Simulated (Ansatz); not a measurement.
Partial pair distribution functions of a relaxed model of amorphous In24O37Mg, broadened by 0.06 Å; density 6.41 g/cm³. Level of theory: PBE, scalar-relativistic without spin-orbit coupling (plane waves to 420 eV, PAW; Ansatz, a first-principles code).

It comes from a melt-quench run on a machine-learned potential (CHGNet), relaxed afterwards by DFT. O atoms were pushed apart under 1.9 Å during the dynamics, to hinder bonds among them. The hot cell started wider than the set density and was brought back towards it in steps. It is the lowest in DFT energy of 2 quenches. It is a model cell: composition and starting density were chosen by hand, and all elements were melted together. No dispersion term was used. Its density started from a set value of 6.41 and ended at 6.41 g/cm³. Cooling (nominally 280 K/ps over its main leg) ran many orders faster than in experiment, which tends to leave more defects and strain. One small periodic cell is one sample of the glass; other quenches scatter about these values. The volume was held where the preparation left it and the shape relaxed, at a PBE pressure of -1.1 GPa (tension). Stress components on the final sampling reach 1.2 GPa.

```
r (Å)  g In-O  g O-Mg  g In-In  g O-O
-----  ------  ------  -------  -----
1.80     0.00    0.00     0.00   0.00
1.90     0.03    0.34     0.00   0.00
2.00     1.23    5.49     0.00   0.00
2.10     5.96   10.80     0.00   0.00
2.20     7.77    4.47     0.00   0.00
2.30     4.04    0.26     0.00   0.00
2.40     1.54    0.18     0.00   0.00
2.50     0.37    1.70     0.00   0.03
2.60     0.17    1.01     0.00   0.41
2.70     0.14    0.04     0.00   1.30
2.80     0.12    0.00     0.00   2.20
2.90     0.09    0.00     0.00   2.45
3.00     0.14    0.00     0.04   2.13
3.10     0.21    0.00     0.45   1.84
3.20     0.12    0.00     1.71   1.97
3.30     0.26    0.00     3.07   2.06
3.40     0.39    0.00     3.14   2.21
3.50     0.48    0.01     2.04   1.41
3.60     0.55    0.45     1.96   1.10
3.70     0.67    1.09     1.73   1.05
3.80     0.94    0.96     2.41   0.88
3.90     1.10    0.23     2.78   0.56
4.00     1.06    0.61     2.21   0.47
4.10     1.23    1.02     1.43   0.41
4.20     1.39    1.35     0.92   0.55
4.30     1.45    0.72     0.40   0.86
4.40     1.13    2.20     0.20   0.80
4.50     1.18    1.58     0.26   0.57
4.60     1.50    2.11     0.45   0.65
4.70     1.40    1.34     0.41   0.82
```

Within 2.80 Å each In has 5.54 O neighbours on average.
